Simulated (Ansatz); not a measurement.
Take GeSe (space group P6_3mc, No. 186; a = 4.710 Å, c = 5.685 Å; a hypothetical phase, not in the database extracts checked) as the base.

Perturbation: a hydrostatic pressure of 2.1 GPa.

Levels (all Ansatz, a program for electronic structure, PAW, earlier PAW set): PBEsol (420 eV, no spin-orbit coupling); HSE06 (420 eV, no spin-orbit coupling).

The geometry is relaxed with PBEsol.

* **PBEsol lowest conduction level above the VBM at special points**: Γ 0.36 eV; H 0.56 eV; L 0.67 eV

Task: Predict the lowest conduction level above the VBM at special points from HSE06.

Result: The lowest conduction level above the VBM at special points changes from Γ 0.36 eV; H 0.56 eV; L 0.67 eV to Γ 0.71 eV; H 0.91 eV; L 1.04 eV.

Single points use the geometry relaxed with PBEsol. The hybrid gap comes from the SCF mesh plus the semilocal run's edge points and a few special points and is an upper bound. The levels and masses belong to the bands next to the band gap. Load acts through the strain it causes; cell and atoms are relaxed under it. Stability against distortions was not tested.
